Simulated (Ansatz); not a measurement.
HgTe, response to strain

Start from HgTe in the zinc blende structure (space group F-43m, No. 216).

```
CELL_PARAMETERS angstrom
      0.00000     3.28639     3.28639
      3.28639     0.00000     3.28639
      3.28639     3.28639     0.00000
ATOMIC_POSITIONS crystal
  Hg 0.00000 0.00000 0.00000
  Te 0.25000 0.25000 0.25000
```

Cartesian axes are those of the cell as printed.

Strains are applied to the cell and any free atomic positions relax; under biaxial strain the out-of-plane vector relaxes too.

Method: r2SCAN (Ansatz, a program for electronic structure, PAW, without spin-orbit coupling).

Notes on the quantities. energy relative to the base: free energy F; pressure: mean of the normal stresses, compression positive.

| variant | volume per atom | energy relative to the base | pressure |
|---|---|---|---|
| base | 35.49 Å³ | 0 meV/atom | 0.0 GPa |
| biaxial strain −3.00 %, plane normal [001], relaxed out of plane | 34.76 Å³ | +7.9 meV/atom | 0.8 GPa |
| biaxial strain −2.50 %, plane normal [001], relaxed out of plane | 34.89 Å³ | +5.4 meV/atom | 0.7 GPa |
| biaxial strain −2.00 %, plane normal [001], relaxed out of plane | 35.02 Å³ | +3.4 meV/atom | 0.5 GPa |
| biaxial strain −1.50 %, plane normal [001], relaxed out of plane | 35.14 Å³ | +1.9 meV/atom | 0.4 GPa |
| biaxial strain −1.00 %, plane normal [001], relaxed out of plane | 35.27 Å³ | +0.8 meV/atom | 0.3 GPa |
| biaxial strain −0.50 %, plane normal [001], relaxed out of plane | 35.38 Å³ | +0.2 meV/atom | 0.1 GPa |

No phonon test of stability was made. All final runs are without spin polarisation.
